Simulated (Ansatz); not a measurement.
Hf, pressure series

Start from Hf in the hcp (Mg type) structure (space group P6_3/mmc, No. 194; a = 3.204 Å, c = 5.069 Å).

Cell and atoms are relaxed at each pressure.

Method: PBE (Ansatz, a quantum-chemistry and plane-wave program; PAW; 420 eV plane waves; spin-orbit coupling left out).

Notes on the quantities. enthalpy: H = E + PV relative to the base's energy.

```tsv
variant	lattice parameter a	enthalpy
base	3.204 Å	–
pressure −2 GPa	3.226 Å	-0.28 eV/atom
pressure −1 GPa	3.215 Å	-0.14 eV/atom
pressure 0.9 GPa	3.195 Å	+0.13 eV/atom
pressure 2.1 GPa	3.183 Å	+0.29 eV/atom
pressure 4.5 GPa	3.161 Å	+0.62 eV/atom
pressure 9 GPa	3.123 Å	+1.22 eV/atom
pressure 15 GPa	3.079 Å	+1.99 eV/atom
pressure 22.5 GPa	3.030 Å	+2.90 eV/atom
pressure 30 GPa	2.987 Å	+3.78 eV/atom
```

Load acts through the strain it causes; cell and atoms are relaxed under it. Whether these cells are dynamically stable was not tested. No other phases were tried under pressure. The final runs are not spin-polarised.
